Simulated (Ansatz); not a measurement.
The parent structure is MgF₂ in the rutile structure (space group P4_2/mnm, No. 136; a = 4.639 Å, c = 3.062 Å).

Perturbation: cell and atoms relaxed at a pressure of 5 GPa.

Levels (all Ansatz, a quantum-chemistry and plane-wave program, PAW): PBEsol (420 eV, spin-orbit coupling left out); HSE06 (420 eV, spin-orbit coupling left out).

The geometry is relaxed with PBEsol.

PBEsol band gap: 7.20 eV

With HSE06 at the same geometry, the band gap increases by 2.51 eV (7.20 eV → 9.71 eV).

Single points use the geometry relaxed with PBEsol. Load acts through the strain it causes; cell and atoms are relaxed under it. Stability against distortions was not tested. Competing high-pressure phases were not computed. The base started in Pnnm and relaxed to P4_2/mnm at this level.
